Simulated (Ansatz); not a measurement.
Worked example: self-consistent single point of HgTe (C2, 6 atoms in the cell) in Ansatz (a first-principles code)

Computed with LDA (PW92), default PAW files made with PBE (plane waves; Ansatz).

The input file:

Ansatz 0.2 input:
```yaml
# HgTe
crystal:
  lattice:
    - [4.64894100, 0.00000000, 0.00000000]
    - [-2.32447100, 4.02610100, 0.00000000]
    - [0.00000000, 0.00000000, 10.37677600]
  atoms:
    - { symbol: Hg, position_ang: [1.59997919, 2.77124584, 0.00000000] }
    - { symbol: Hg, position_ang: [1.49898129, 0.00000000, 6.91785413] }
    - { symbol: Hg, position_ang: [-0.72449112, 1.25485516, 3.45892187] }
    - { symbol: Te, position_ang: [1.19412673, 2.06828861, 5.18838800] }
    - { symbol: Te, position_ang: [2.26068703, 0.00000000, 1.72946613] }
    - { symbol: Te, position_ang: [-1.13034376, 1.95781239, 8.64730987] }
basis:
  ecutwfc: 420.0
kpoints:
  mp_grid: { grid: [5, 5, 2] }
hamiltonian:
  xc: lda
  pseudopotentials: { kind: paw }
scf:
  occupations: { method: fermi_dirac, width: 0.02 }
output:
  forces: true
  eigenvalues: true
  stress: true
```

The program printed (abridged):

```
WARN the atoms were moved onto the symmetric positions of the space group found under crystal.symmetry.tolerance 1.0e-5 (fractional …
WARN ansatz: RAYON_NUM_THREADS=1 ignored (pool sized by the plan → 1); use --threads N
Pseudopotentials: kind: paw
Pseudopotential: Hg, paw, valence charge 20
Pseudopotential: Te, paw, valence charge 16
Crystal: 6 atoms, lattice volume = 194.223 Å³
Basis set: ecut = 420 eV, 3773 PW (Γ)
Bands: 65, of which v1, the nominal top of the filled ones, is band 54 counted from 1 (53 counted from 0)
Symmetry: 2 space group operations
Space group: C2 (ITA 5), of the structure as read, at distance tolerance 5.8e-5 Å
k-points: 18 of 50 (time reversal used)
PAW frozen core: Hg, regenerated for the run's functional, and the local potential with it
PAW frozen core: Te, regenerated for the run's functional, and the local potential with it
Initial density: superposition of atomic densities (neutral atoms: chi_scale 0, normalization atom), corrected by the library's trained network
Initial wavefunctions: pseudopotential atomic-orbital guess
Eigensolver: davidson
Functional: x = slater, c = lda
SCF iter   1: F=—  HF=-61049.209065 eV  |F-HF|=—  |Δ(HF+E_count)|=         —  Δρ=4.15e-3  dr2=1.59e-2  ethr=1.77e-3  ⟨swp⟩=6.7  Hψ=4608  notcnv=0  defer=3
all-band conjugate gradients solve this SCF's bands
preconditioner: auto → Resta (q_TF=auto, 2.474 Å⁻¹)
SCF iter   2: F=—  HF=-61049.204772 eV  |F-HF|=—  |Δ(HF+E_count)|=   4.29e-3  Δρ=2.06e-3  dr2=3.56e-3  ethr=1.47e-5  ⟨swp⟩=3.0  Hψ=2351  notcnv=0  defer=83
SCF iter   3: F=—  HF=-61049.204148 eV  |F-HF|=—  |Δ(HF+E_count)|=   6.24e-4  Δρ=5.06e-4  dr2=3.69e-4  ethr=3.30e-6  ⟨swp⟩=3.0  Hψ=1843  notcnv=0  defer=83
SCF iter   4: F=—  HF=-61049.204141 eV  |F-HF|=—  |Δ(HF+E_count)|=   6.85e-6  Δρ=1.07e-4  dr2=3.72e-5  ethr=3.42e-7  ⟨swp⟩=2.0  Hψ=1681  notcnv=0  defer=83
SCF iter   5: F=—  HF=-61049.204325 eV  |F-HF|=—  |Δ(HF+E_count)|=   1.84e-4  Δρ=4.01e-5  dr2=3.48e-6  ethr=3.45e-8  ⟨swp⟩=2.2  Hψ=1593  notcnv=0  defer=83
SCF iter   6: F=—  HF=-61049.204326 eV  |F-HF|=—  |Δ(HF+E_count)|=   6.45e-7  Δρ=8.45e-6  dr2=2.00e-7  ethr=3.22e-9  ⟨swp⟩=2.2  Hψ=1658  notcnv=0  defer=83
SCF iter   7: F=-61049.204326 eV  HF=-61049.204326 eV  |F-HF|=1.47e-8  |Δ(HF+E_count)|=   2.66e-8  Δρ=2.61e-6  dr2=3.35e-8  ethr=9.26e-11  ⟨swp⟩=10.2  Hψ=5283  notcnv=0
SCF 1 converged in 7 iterations: F = -61049.204326 eV  dr2 = 3.35e-8
SCF converged after 7 iterations
Free energy (F): -61049.204326 eV
Harris-Foulkes:  -61049.204326 eV  (|F-HF|=1.47e-8)
Internal energy: -61049.204326 eV  (E = F + TS)
E sigma→0 (E₀):  -61049.204326 eV
Entropy (-TS):   -0.000000 eV (-0.000 meV/atom)
Fermi energy:    9.160279 eV
--- Per-component energies (eV) ---
  E_band       = -2281.556515
  E_kinetic    = 2354.487932
  E_local      = -13429.177126  (includes V_loc(G=0)·N_el)
  E_nonlocal   = -673.228481
  E_hartree    = 6527.431733
  E_xc         = -1025.919397
  E_vxc        = -1097.323005  (∫ρ·V_xc dr)
  E_paw        = -42495.855717  (= ΣΔE_a)
  E_vpaw       = -2491.188990  (= ΣTr[D̂ρ^β])
  E_aug_tail   = 0.002021  (compensation charges beyond the density's cutoff)
  E_ewald      = -12310.709552
  E_core_change = 3.764262  (= ΣΔE_core)
  E_smearing   = -0.000000  (= −TS)
  E_closure    = -0.000000  (closes the sum)
  Σ components = -61049.204326   (vs F -61049.204326, Δ=0.00e0)
--- Forces (eV/Å), atoms counted from 1 ---
  atom   1  Hg    -0.01474304    -0.02602933    -0.00294112
  atom   2  Hg     0.00464008     0.00000000     0.00000000
  atom   3  Hg    -0.01474304     0.02602932     0.00294112
  atom   4  Te    -0.02556819    -0.06043954     0.00283837
  atom   5  Te     0.07597124     0.00000000     0.00000000
  atom   6  Te    -0.02556820     0.06043953    -0.00283837
  max |Σ_I F_I| component: 1.12e-5 eV/Å
--- Stress (GPa, compression-positive) ---
       -2.727338       0.000000       0.000000
        0.000000      -2.768200      -0.020073
        0.000000      -0.020073      -3.056530
  P = ⅓ Tr σ = -2.8507 GPa (-28.507 kbar)
  The stress holds the Pulay correction. Without it, at fixed plane waves, as pw.x and ABINIT print it: P = -2.8835 GPa
--- Band table (eV; the first three rows and the last of 18) ---
  k-point 0: bands = ["-106.1142", "-106.1142", "-106.0991", "-54.5073", "-54.5072", "-54.4889", "-54.3609", "-54.3609", "-54.3534", "-54.3534", "-54.3486", "-54.3395", "-27.7103", "-27.7073", "-27.7064", "-27.7041", "-27.7016", "-27.7015", [...]
  k-point 1: bands = ["-106.1142", "-106.1142", "-106.0991", "-54.5073", "-54.5072", "-54.4890", "-54.3609", "-54.3609", "-54.3534", "-54.3534", "-54.3486", "-54.3395", "-27.7103", "-27.7071", "-27.7066", "-27.7041", "-27.7016", "-27.7015", [...]
  k-point 2: bands = ["-106.1142", "-106.1142", "-106.0991", "-54.5073", "-54.5072", "-54.4890", "-54.3609", "-54.3609", "-54.3534", "-54.3534", "-54.3486", "-54.3395", "-27.7103", "-27.7074", "-27.7063", "-27.7042", "-27.7016", "-27.7014", [...]
  k-point 17: bands = ["-106.1142", "-106.1142", "-106.0991", "-54.5073", "-54.5072", "-54.4890", "-54.3609", "-54.3609", "-54.3534", "-54.3534", "-54.3486", "-54.3395", "-27.7105", "-27.7070", "-27.7064", "-27.7040", "-27.7016", "-27.7014", [...]
```

The run converged in 7 iterations.

The starting cell comes from a database of computed structures (which also holds hypothetical and non-ambient phases and stackings), without a prior relaxation at this level. Its lattice was rescaled by up to half a per cent. One atom was moved a little off its site on purpose. Spin-orbit coupling is off. Ansatz's pressure includes its estimate of the finite-basis (Pulay) stress.
